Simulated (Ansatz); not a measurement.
# BeS (model structure, started from the rocksalt type, Fm-3m, No. 225, 2 atoms in the cell): properties by level of theory

```json
[
 {"level (code)": "LDA (Ansatz)", "lattice parameter a (Å)": "…", "bulk modulus (GPa)": "…", "cohesive energy (eV/atom)": "4.68", "band gap (eV)": "0.98"},
 {"level (code)": "PBE (Ansatz)", "lattice parameter a (Å)": "…", "bulk modulus (GPa)": "…", "cohesive energy (eV/atom)": "…", "band gap (eV)": "0.97"},
 {"level (code)": "PBEsol (Ansatz)", "lattice parameter a (Å)": "4.590", "bulk modulus (GPa)": "114", "cohesive energy (eV/atom)": "4.29", "band gap (eV)": "0.94"},
 {"level (code)": "r²SCAN (Ansatz)", "lattice parameter a (Å)": "4.634", "bulk modulus (GPa)": "…", "cohesive energy (eV/atom)": "3.98", "band gap (eV)": "1.33"}
]
```

### Question
Fill in the missing entries.

### Answer

- LDA (Ansatz, a program for electronic structure), lattice parameter a (Å): 4.556
- LDA (Ansatz), bulk modulus (GPa): 119
- PBE (Ansatz), lattice parameter a (Å): 4.629
- PBE (Ansatz), bulk modulus (GPa): 108
- PBE (Ansatz), cohesive energy (eV/atom): 3.90
- r²SCAN (Ansatz), bulk modulus (GPa): 111

Computed values are for a static lattice.  Each level is taken at its own relaxed cell. Cutoffs differ between the levels. Ansatz's density-functional and Hartree–Fock values are scalar-relativistic unless marked +SOC, with PAW data made under PBE.

Caveats: the bulk modulus is −V dP/dV from two relaxed cells at ±2 % in volume (LDA, PBE, PBEsol, r²SCAN). Ansatz's density-functional and Hartree–Fock values are scalar-relativistic unless marked +SOC, with PAW data made under PBE.

Static lattice: no zero-point or thermal effects.

A model structure was made by putting elements into a prototype or built by hand; it is no filed structure, need not be a known phase, and can be a saddle point held by its symmetry.
